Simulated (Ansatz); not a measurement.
The starting structures come from a database of crystals and need not be the phases stable at ambient conditions.

The decay constant κ of evanescent states in the gap governs leakage through a thin film.

Consider the following.

```yaml
crystal:
  lattice:
    - [5.61342, 0.00000, 0.00000]
    - [0.00000, 10.17230, 0.00000]
    - [2.80671, 0.00000, 1.62045]
  atoms:
    - { symbol: Sc, position: [0.33333, 0.80386, 0.00000] }
    - { symbol: Sc, position: [0.66667, 0.30386, 0.00000] }
    - { symbol: Al, position: [0.00000, 0.52044, 0.00000] }
    - { symbol: Al, position: [0.00000, 0.02044, 0.00000] }
    - { symbol: C, position: [0.66667, 0.94225, 0.00000] }
    - { symbol: C, position: [0.33333, 0.44225, 0.00000] }
    - { symbol: O, position: [0.00000, 0.69676, 0.00000] }
    - { symbol: O, position: [0.00000, 0.19676, 0.00000] }
```

Space group of this cell: P6_3mc. The cell is taken as given.

Transport runs along the normal of the first two printed cell vectors, the (110) plane of the conventional cell.

No gap correction and no spin-orbit coupling; mid-gap values are interpolated between computed energies.

Question: Estimate the band gap and the smallest decay constant κ at mid-gap that r2SCAN in Ansatz (an electronic-structure program) returns for this system.

Answer: Gap 1.50 eV on a 18×4×18 mesh; κ = 0.187 1/Å, at the zone centre.
